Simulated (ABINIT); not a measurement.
Worked example: self-consistent single point of Si (P1, 4 atoms in the cell) in ABINIT.

Method: LDA (PW92), PAW (JTH v2.0 LDA PAW) (plane waves; ABINIT 10.0.3).

The change in words: lattice scaled by 0.98. Reference geometry:
```
CELL_PARAMETERS angstrom
      3.83132     0.00000     0.00000
     -1.91566     3.31802     0.00000
      0.00000     0.00000     6.33262
ATOMIC_POSITIONS crystal
  Si 0.32960 0.66628 0.06911
  Si 0.66692 0.32876 0.93630
  Si 0.65714 0.32969 0.56058
  Si 0.34633 0.67527 0.43400
```

Reference input (self-consistent single point, DFT, LDA (PW92), plane waves, PAW (JTH v2.0 LDA PAW)): pseudos = [Si.LDA_PW-JTH.xml]; ecut = 544 eV; pawecutdg = 1088 eV; pawxcdev = 0; ixc = 7; occopt = 3; tsmear = 0.01 eV; ngkpt = 7 7 4; nshiftk = 1; shiftk = 0 0 0; potentials = JTH v2.0 LDA PAW; nband = 13. This run's input differs from it in these lines:

```diff
@@ -5,5 +5,5 @@
 rprim
-         7.2401454958    0.0000000000    0.0000000000
-        -3.6200727479    6.2701490760    0.0000000000
-         0.0000000000    0.0000000000   11.9669174513
+         7.0953433418    0.0000000000    0.0000000000
+        -3.5476716709    6.1447468504    0.0000000000
+         0.0000000000    0.0000000000   11.7275798582
 natom 4
```

The program printed (abridged):

```
--- !BeginCycle
solver: {iscf: 17, nstep: 100, nline: 4, wfoptalg: 10, }
tolerances: {tolvrs: 1.00E-12, }
...

     iter   Etot(hartree)      deltaE(h)  residm     nres2
 ETOT  1  -16.064841116749    -1.606E+01 4.281E-02 7.939E+00
 ETOT  2  -16.077586699530    -1.275E-02 6.226E-03 1.197E+00
 ETOT  3  -16.074220964353     3.366E-03 1.401E-03 2.023E-02
 ETOT  4  -16.074304110828    -8.315E-05 3.944E-04 5.851E-03
 ETOT  5  -16.074322481517    -1.837E-05 2.226E-04 8.469E-05
   [... 5 lines left out ...]
 ETOT 11  -16.074325110741    -1.009E-09 6.665E-05 1.453E-10
 ETOT 12  -16.074325110993    -2.521E-10 6.631E-05 1.152E-10
 ETOT 13  -16.074325111058    -6.503E-11 3.343E-05 1.840E-11
 ETOT 14  -16.074325111075    -1.683E-11 3.829E-05 9.367E-13
 At SCF step   14       nres2   =  9.37E-13 < tolvrs=  1.00E-12 =>converged.

 Cartesian components of stress tensor (hartree/bohr^3)
  sigma(1 1)= -8.18477990E-05  sigma(3 2)= -1.50368474E-05
  sigma(2 2)= -1.57403249E-04  sigma(3 1)= -4.54383504E-05
  sigma(3 3)= -1.84940189E-04  sigma(2 1)=  3.01213239E-05

 ----iterations are completed or convergence reached----

 reduced coordinates (array xred) for    4 atoms
       0.329600000000      0.666283000000      0.069108000000
       0.666925000000      0.328762000000      0.936304000000
       0.657144000000      0.329687000000      0.560585000000
       0.346331000000      0.675268000000      0.434003000000
 cartesian forces (eV/Angstrom) at end:
    1      0.30784201010231    -0.14982030359843    -0.84738999644880
   [... lines left out ...]
 Fermi (or HOMO) energy (hartree) =   0.23315   Average Vxc (hartree)=  -0.36403
   [... lines left out ...]
'-kT*entropy'       : -7.26428588413124E-06
total_energy        : -1.60743240885138E+01
total_energy_eV     : -4.37404603062594E+02
...

-Cartesian components of stress tensor (GPa)         [Pressure=  4.1600E+00 GPa]
- sigma(1 1)= -2.40804498E+00  sigma(3 2)= -4.42399250E-01
- sigma(2 2)= -4.63096269E+00  sigma(3 1)= -1.33684220E+00
- sigma(3 3)= -5.44112729E+00  sigma(2 1)=  8.86199797E-01

 Calculation completed.
```

The run converged in 14 iterations. Against the reference run the free energy goes up by 7.2 meV/atom, the pressure goes from -1.91 to 4.16 GPa and the largest force goes from 0.960 to 1.048 eV/Å.

The starting cell comes from a database of computed structures (which also holds hypothetical and non-ambient phases and stackings), without a prior relaxation at this level. Its atoms were displaced at random from the sites of space group no. 194. For this run, on top of that: lattice scaled by 0.98. With a pressure of about 4 GPa the cell is away from its equilibrium volume at this level. Forces in this geometry exceed 1 eV/Å.

Cost on one core of a shared machine: roughly 3 min.
